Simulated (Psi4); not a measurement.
Psi4 1.11, unrestricted WB97X/def2-svp: Ni(Cl)(OH) ([OH][Ni][Cl]), charge 0, multiplicity 3, 4 atoms. The geometry is a generated start, not checked to be a minimum at this level.

task: energy
method: wb97x
basis: def2-svp
memory: 3 GB
maxiter: 100
keys of the molecule block: symmetry c1
scf_type: df (default)
guess: auto, which took SAD (default)
scf_initial_accelerator: adiis (default)
e_convergence: 1e-06 (default)
d_convergence: 1e-06 (default)
dft_radial_points: 75 (default)
dft_spherical_points: 302 (default)
basis functions: 68
grid points: 87174

```xyz
4

Ni     0.3430     0.2413    -0.4467
Cl     1.4244     1.0770    -1.7869
O     -0.6210    -0.4845     0.7586
H     -1.1464    -0.8339     1.4750
```

Charge 0 and multiplicity 3 are set for this test and not shown to be the ground state.

One run each on 2 threads. Values of diis_max_vecs tried: 3, 6, 10 (default), 20.

Q: Which value of diis_max_vecs needs the fewest SCF iterations, and what happens away from it?

A: Fewest SCF iterations, within one of each other: 10 (default) with 18, 20 with 18. The count rises to 57 at 3. All converge to one solution.

```csv
diis_max_vecs,SCF iterations,end
3,57,same solution
6,21,same solution
10 (default),18,same solution
20,18,same solution
```
